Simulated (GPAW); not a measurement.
# Equation of state of rock-salt SnTe (space group 225): energy against volume (GPAW, LDA)

```
SnTe
1.0
    0.00000     3.03710     3.03710
    3.03710     0.00000     3.03710
    3.03710     3.03710     0.00000
Sn Te
1 1
Direct
  0.00000   0.00000   0.00000
  0.50000   0.50000   0.50000
```

Method of the run: LDA (Perdew-Wang 92), GPAW PAW datasets LDA (gpaw-data 1.0.1) (plane waves; GPAW 25.7.0). Settings: mode = pw; ecut = 585 eV; xc = LDA; kpts = 9 9 9; mesh shift (steps) = 0 0 0; occupations.name = fermi-dirac; occupations.width = 0.01 eV; nbands = -4; convergence.density = 1e-05 e/electron; convergence.bands = -2; symmetry.symmorphic = false; symmetry.tolerance = 0.0005; maxiter = 120. The cell above is the first row's. The rows scale it uniformly. In all rows fractional positions and the k mesh are held. E is the free energy at the stated smearing, counted from the lowest row.

```csv
V (Å^3/atom),E (meV/atom)
28.014,26.39
28.623,12.61
29.232,3.99
29.841,0.00
30.450,0.13
31.059,3.94
31.668,11.04
32.277,21.11
32.886,?
```

### Question
Using the third-order Birch-Murnaghan form, a cubic in V^(-2/3), estimate the missing E at V = 32.886 from the other rows, showing the fit.

### Answer
With u = V^(-2/3) - 0.1034, the rows have u = 0.0050135, 0.0034702, 0.0019807, 0.0005420, -0.0008486, -0.0021935, -0.0034952, -0.0047559. Least squares gives E = -0.416 + 216.9·u + 1009843·u² + 2665484·u³. Residuals (row less fit): 0.000, 0.001, -0.006, 0.001, 0.004, 0.001, -0.009, 0.003; standard error 0.006 (degrees of freedom: 4). Its minimum lies at u = -0.0001074, so V0 = (0.1032926)^(-3/2) = 30.12. There d²E/du² = 2018000 and d³E/du³ = 1.599e7, so B0 = (4/9) × 30.12^(-7/3) × 2018000 × 0.160218 = 50.9 GPa (the last factor turns the table's units into GPa), and B0' = 4 + (2/3) × 0.1032926 × (1.599e7)/2018000 = 4.5. The program's pressures in the fitted runs (not shown) pass through zero at V = 30.10, 0.06 % from this V0. At the withheld row, u = -0.0059775, so E = -0.416 + 216.9 × (-0.0059775) + 1009843 × (-0.0059775)² + 2665484 × (-0.0059775)³ = 33.800 meV/atom. The calculation gives 33.80 meV/atom, which the fit meets to the printed digits. The row lies outside the fitted rows, so this is an extrapolation. From the scatter of the fitted rows alone, a prediction at this place has a standard error of 0.015 meV/atom, so the miss is 0.0 times that.

Carrying the step between the two nearest rows on in a straight line would have given 31.18, off by 2.62; series whose last step already gives the withheld value aren't shown. The scan was laid around a cell of about the measured size, scaled by a guess for this functional. This is the room-temperature phase, which distorts on cooling and is held here by symmetry. The runs keep the symmetry of the cell, so they don't test it for distortions. Spin-orbit coupling is off. Cutoffs and mesh are single choices, not tested for convergence of this quantity. Series with a scatter that would blur these digits, or in which a gap closes, are not shown. Nor are scans whose minimum lies at an end fitted in this form.
